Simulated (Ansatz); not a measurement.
Take BP in the rock salt structure (space group Fm-3m, No. 225; a = 4.2893 Å; a hypothetical phase, not in the database extracts checked; relaxed with 0.1 eV smearing) as the base. Axes: x, y, z lie along the cube axes.

Structures relaxed with PBEsol, PAW, 420 eV (Ansatz, a first-principles code; without spin-orbit coupling).

Base:

Simulated powder pattern, Cu Kα1, λ = 1.54056 Å (kinematic, ideal powder, no thermal factors, no anomalous dispersion; the 10 strongest lines at most, above 2 %, up to 2θ = 90°):

```
2θ (°)  I/Imax (%)    hkl
------  ----------  -----
36.24           74  (111)
42.10          100  (200)
61.05           61  (220)
73.11           29  (311)
76.94           21  (222)
```

After one change:

Simulated powder pattern, Cu Kα1, λ = 1.54056 Å (kinematic, ideal powder, no thermal factors, no anomalous dispersion; the 10 strongest lines at most, above 2 %, up to 2θ = 90°):

```json
[
 {"2θ (°)": "35.76", "I/Imax (%)": "100"},
 {"2θ (°)": "40.37", "I/Imax (%)": "49"},
 {"2θ (°)": "42.10", "I/Imax (%)": "86"},
 {"2θ (°)": "59.74", "I/Imax (%)": "56"},
 {"2θ (°)": "61.05", "I/Imax (%)": "26"},
 {"2θ (°)": "70.41", "I/Imax (%)": "14"},
 {"2θ (°)": "72.81", "I/Imax (%)": "25"},
 {"2θ (°)": "75.77", "I/Imax (%)": "28"},
 {"2θ (°)": "87.28", "I/Imax (%)": "5.1"}
]
```

Problem. Name the change that was made.
A) uniaxial strain ε_yy = +4.09 %
B) biaxial strain +0.47 %, plane normal [111], relaxed out of plane
C) uniaxial strain ε_zz = −2.80 %
D) biaxial strain +4.24 %, plane normal [001], relaxed out of plane

Solution. A, uniaxial strain ε_yy = +4.09 %. Its volume per atom is 10.27 Å³ against 9.86 Å³, and its space group is I4/mmm (No. 139).

Stability against distortions was not tested. All final runs are without spin polarisation.
